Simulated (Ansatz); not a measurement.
**SrTiO3: transverse stress against strain**

SrTiO3 (cubic perovskite, Pm-3m, 11.451 Å³/atom at rest, cube axes along x, y and z) under a strain ε along a cube axis (axis z), the other axes held. LDA in Ansatz, a plane-wave DFT program (PAW, default set), 420 eV, 9×9×9 Γ-centred mesh, Fermi-Dirac smearing 0.05 eV; ions are relaxed within the symmetry of each cell. Stress is positive for a compressed cell.

Here s stands for strain and y for stress xx.

| strain (%) | stress xx (GPa) |
|---|---|
| -1.20 | 1.37 |
| -0.60 | 0.68 |
| 0.00 | 0.00 |
| 0.60 | -0.66 |
| 1.20 | -1.30 |
| 3.00 | ? |

The 5 complete rows are fitted with a straight line, y against s. Means: s 0, y 0.018. About the means, the sum of products is -4.0080 and the sum of squares of s is 3.6000; the slope is their ratio. Least squares gives y = 0.018 - 1.1133·s. Residuals (row less fit): 0.016, -0.006, -0.018, -0.010, 0.018; standard error 0.019 (degrees of freedom: 3). The slope gives the elastic constant C12 = 111 ± 1.0 GPa.

Question: Predict the withheld y at s = 3.00 from the fit, and compare with the calculation.

Answer: y = 0.018 - 1.1133 × 3.0 = -3.322 GPa. The calculation gives -3.09 GPa, 0.232 GPa above the prediction (5.2 % of the range of y in the table). The row lies outside the fitted rows, so this is an extrapolation. From the scatter of the fitted rows alone, a prediction at this place has a standard error of 0.036 GPa, so the miss is 6.4 times that.

One order more, fitted to all 11 runs of the series, follows each within 0.01, so the miss is the next term of a smooth law. The primitive cell can neither tilt nor turn polar against its symmetry, as such crystals can under strain. SrTiO3 is here the ideal cubic form; the compound distorts at low or room temperature. Rows are the converged runs of the series near zero and its far end; series whose fitted rows scatter by over a few per cent of the range, as at a crossing or softening among them, aren't shown in this form. Most that stay on the fit to the last digits aren't either.
